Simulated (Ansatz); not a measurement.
A15 Mo3Si was calculated with PBE (Ansatz, an electronic-structure program, plane waves, PAW).

Numerical settings: plane-wave cutoff 520 eV, 12×12×12 k mesh, Fermi–Dirac smearing 0.05 eV, no spin polarisation, scalar-relativistic PAW data made under PBE.

Energies at three volumes about the minimum:

| V (Å³/atom) | E − E_lowest (meV/atom) |
|---|---|
| 14.463 | 4.76 |
| 14.758 | 0.00 |
| 15.053 | 4.42 |

Task: Fit a parabola by hand: where is the minimum, what lattice constant follows, and what is the bulk modulus?

Result: Slopes: (0.00 − 4.76)/(14.758 − 14.463) = -16.136 and (4.42 − 0.00)/(15.053 − 14.758) = 14.983 meV/Å³. Curvature E″ = 2 × (14.983 − (-16.136))/(15.053 − 14.463) = 105.488 meV/Å⁶. From the middle of the first interval, the slope vanishes at V0 = 14.6105 − (-16.136)/105.488 = 14.763 Å³/atom. B = V0 E″ = 14.763 × 105.488 meV/Å³ × 0.1602 GPa per meV/Å³ = 250 GPa. With 8 atoms in the cube, a = (8 × 14.763)^(1/3) = 4.906 Å. The full Birch–Murnaghan fit to all volumes gives V0 = 14.758 Å³/atom and B0 = 249 GPa.

Measured, for comparison: lattice constant a 4.889 Å (temperature not stated, copied from a table, unchecked, not corrected to a static lattice; as tabulated in Dopovidi Akademii Nauk Ukrains'koi RSR, Seriya A: Fiziko-Tekhnichni ta Matematichni Nauki 1970, 553 (1970)).
